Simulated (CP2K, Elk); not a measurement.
A CP2K input for a self-consistent single point of a (001) slab of Bi (cut from a parent of space group no. 166; 6 atoms in the cell) (DFT PBEsol, GPW, DZVP-MOLOPT-PBE-GTH basis, GTH-PBE potentials (POTENTIAL_UZH)):

```
&GLOBAL
  PROJECT scf
  RUN_TYPE ENERGY_FORCE
  PRINT_LEVEL MEDIUM
&END GLOBAL
&FORCE_EVAL
  METHOD Quickstep
  STRESS_TENSOR ANALYTICAL
  &DFT
    BASIS_SET_FILE_NAME BASIS_MOLOPT_UZH
    POTENTIAL_FILE_NAME POTENTIAL_UZH
    &QS
      METHOD GPW
      EPS_DEFAULT 1E-10
    &END QS
    &MGRID
      CUTOFF 400
      REL_CUTOFF 50
      NGRIDS 5
    &END MGRID
    &SCF
      SCF_GUESS ATOMIC
      EPS_SCF 1E-6
      MAX_SCF 100
      ADDED_MOS 6
      &DIAGONALIZATION
        ALGORITHM STANDARD
      &END DIAGONALIZATION
      &MIXING
        METHOD BROYDEN_MIXING
        ALPHA 0.3
        NBUFFER 10
      &END MIXING
      &SMEAR ON
        METHOD FERMI_DIRAC
        ELECTRONIC_TEMPERATURE [K] 1160.45
      &END SMEAR
    &END SCF
    &KPOINTS
      SCHEME MONKHORST-PACK 5 5 1
    &END KPOINTS
    &XC
      &XC_FUNCTIONAL
        &PBE
          PARAMETRIZATION PBESOL
        &END PBE
      &END XC_FUNCTIONAL
    &END XC
    &PRINT
      &MO
        EIGENVALUES T
        OCCUPATION_NUMBERS T
        NDIGITS 8
        FILENAME mo
        &EACH
          QS_SCF 0
        &END EACH
        ADD_LAST NUMERIC
      &END MO
      &MULLIKEN ON
      &END MULLIKEN
    &END PRINT
  &END DFT
  &SUBSYS
    &CELL
      ABC 4.48175000 4.48175056 25.50380000
      ALPHA_BETA_GAMMA 90.00000000 90.00000000 119.99999587
      PERIODIC XYZ
    &END CELL
    &COORD
      SCALED
      Bi       0.66666700     0.33333300     0.31367900
      Bi       0.00000000     0.00000000     0.37630100
      Bi       0.33333300     0.66666700     0.46868700
      Bi       0.66666700     0.33333300     0.53131300
      Bi       0.00000000     0.00000000     0.62369900
      Bi       0.33333300     0.66666700     0.68632100
    &END COORD
    &KIND Bi
      BASIS_SET DZVP-MOLOPT-PBE-GTH-q5
      POTENTIAL GTH-PBE-q5
    &END KIND
  &END SUBSYS
  &PRINT
    &FORCES ON
    &END FORCES
    &STRESS_TENSOR ON
    &END STRESS_TENSOR
  &END PRINT
&END FORCE_EVAL
```

### Question
Write the same calculation as an input for Elk.

### Answer
This is the input that was run; spellings and numerical settings could be chosen otherwise.

```
tasks
  0

xctype
  22

rgkmax
  7.5

gmaxvr
  16.0

nxlo
  2

lorbcnd
  .true.

lmaxi
  2

swidth
  0.00367493

maxscl
  100

scale
  8.469280765

avec
    1.0000000000   -0.0000000193    0.0000000000
   -0.4999999833    0.8660254134    0.0000000000
    0.0000000000    0.0000000000    5.6905891394

atoms
  1
  'Bi.in'
  6
  0.6666666667  0.3333333333  0.3136790000    0.0 0.0 0.0
  0.0000000000  0.0000000000  0.3763010000    0.0 0.0 0.0
  0.3333333333  0.6666666667  0.4686870000    0.0 0.0 0.0
  0.6666666667  0.3333333333  0.5313130000    0.0 0.0 0.0
  0.0000000000  0.0000000000  0.6236990000    0.0 0.0 0.0
  0.3333333333  0.6666666667  0.6863210000    0.0 0.0 0.0

ngridk
  5 5 1
```

Basis, cutoffs, solver keys and any potentials are the target program's own. This input uses DFT, PBEsol, all-electron FP-LAPW, Elk's shipped species files, APW+lo basis with extra local orbitals.

The starting cell has typed, rounded lattice constants, without a prior relaxation at this level. The slab is cut from that crystal, and its faces are unrelaxed. Its lattice was rescaled in the plane by a random factor within 2.5 % of one.
